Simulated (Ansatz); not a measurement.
Gap of a (8,8) WS2 nanotube at several levels, all on one geometry.

Levels: PBE (plane waves to 420 eV, PAW; Ansatz, an electronic-structure program); PBE with spin-orbit coupling (Ansatz); r2SCAN (plane waves to 500 eV, PAW; Ansatz). Unmarked values and the geometry are of the first. Mesh 1×1×10. No spin polarisation, so a magnetic state wasn't tested. One-dimensional cell, images about 11 Å apart. An idealised model, rolled from the flat sheet. It keeps the symmetry and period of its start, so it need not be a minimum against all distortions. Values not marked SOC lack spin–orbit coupling.

```
level    gap (eV)
-------  --------
PBE          0.81
PBE+SOC       ___
r2SCAN       0.87
```

### Question
Fill in the missing entries.

### Answer

- PBE+SOC, gap (eV): 0.76
